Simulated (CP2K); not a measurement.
Band structure of InSe (P6_3/mmc, 8 atoms in the cell).

```
InSe
1.0
    4.01344     0.00000     0.00000
   -2.00672     3.47574     0.00000
    0.00000     0.00000    17.30644
In Se
4 4
Direct
  0.33333   0.66667   0.33030
  0.66667   0.33333   0.66970
  0.66667   0.33333   0.83030
  0.33333   0.66667   0.16970
  0.33333   0.66667   0.59732
  0.66667   0.33333   0.40268
  0.66667   0.33333   0.09732
  0.33333   0.66667   0.90268
```

Computed with PBE, GPW, DZVP-MOLOPT-PBE-GTH basis, GTH-PBE potentials (POTENTIAL_UZH) (CP2K 2026.2).

Settings: CUTOFF = 500 Ry; REL_CUTOFF = 40 Ry; SMEAR/METHOD = FERMI_DIRAC; ELECTRONIC_TEMPERATURE = 580.23 K; KPOINTS/SCHEME = MONKHORST-PACK 5 5 1; XC_FUNCTIONAL = PBE; In/BASIS_SET = DZVP-MOLOPT-PBE-GTH-q13; In/POTENTIAL = GTH-PBE-q13; Se/BASIS_SET = DZVP-MOLOPT-PBE-GTH-q6; Se/POTENTIAL = GTH-PBE-q6; METHOD = GPW; EPS_DEFAULT = 1e-11; EXTRAPOLATION = USE_GUESS; NGRIDS = 5.

The starting cell comes from a database of computed structures (which also holds hypothetical and non-ambient phases and stackings), without a prior relaxation at this level. Its lattice was rescaled by a random factor within 2.5 % of one. Values carry the incompleteness of an atom-centred basis.

Problem. Predict the gap along the standard path and the places of the band edges.

Solution. The gap along the path is 0.55 eV, direct at Γ to within 0.01 eV.

Levels in eV from the top of the valence band on the SCF mesh, bands 35 to 39:
| point | 35 | 36 | 37 | 38 | 39 |
|---|---|---|---|---|---|
| Γ | -1.18 | -1.10 | -1.10 | 0.00 | 0.55 |
| M | -2.06 | -2.04 | -1.83 | -1.36 | 1.41 |
| K | -2.01 | -2.01 | -1.67 | -1.67 | 1.76 |
| A | -1.12 | -1.12 | -0.74 | -0.74 | 1.20 |
| L | -2.10 | -2.10 | -1.60 | -1.60 | 1.62 |
| H | -2.16 | -2.16 | -1.57 | -1.57 | 1.95 |

Higher empty bands are left out: an atom-centred basis made for the valence describes them poorly.
